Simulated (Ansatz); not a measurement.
## Response to strain in AlN

Take AlN in the zinc blende structure (space group F-43m, No. 216) as the base.

```yaml
crystal:
  lattice:
    - [0.00000, 2.17113, 2.17113]
    - [2.17113, 0.00000, 2.17113]
    - [2.17113, 2.17113, 0.00000]
  atoms:
    - { symbol: Al, position: [0.00000, 0.00000, 0.00000] }
    - { symbol: N, position: [0.25000, 0.25000, 0.25000] }
```

Cartesian axes are those of the cell as printed.

Strains are applied to the cell and any free atomic positions relax.

Level of theory: Kohn–Sham DFT with the LDA functional, run in Ansatz (an electronic-structure program) with PAW and 420 eV plane waves, without spin-orbit coupling.

Notes on the quantities. energy relative to the base: free energy F.

| uniaxial strain ε_zz (%) | energy relative to the base (meV/atom) |
|---|---|
| -3 | 8.7 |
| -2.5 | ? |
| -2 | 3.8 |
| -1.5 | 2.2 |
| -1 | 1.0 |
| -0.5 | 0.2 |
| 0 | 0.0 |

Q: Fit ΔE = Aε² + Bε³ (ε in %) to the rows shown and predict the withheld row.

A: Least squares on the printed values gives A = 0.955 and B = -0.0037 meV/atom (largest residual 0.0 meV/atom); this predicts 6.0 meV/atom, and the run gives 6.0 meV/atom, in agreement.

Whether these cells are dynamically stable was not tested. This is not the structure that AlN has at room temperature and ambient pressure.
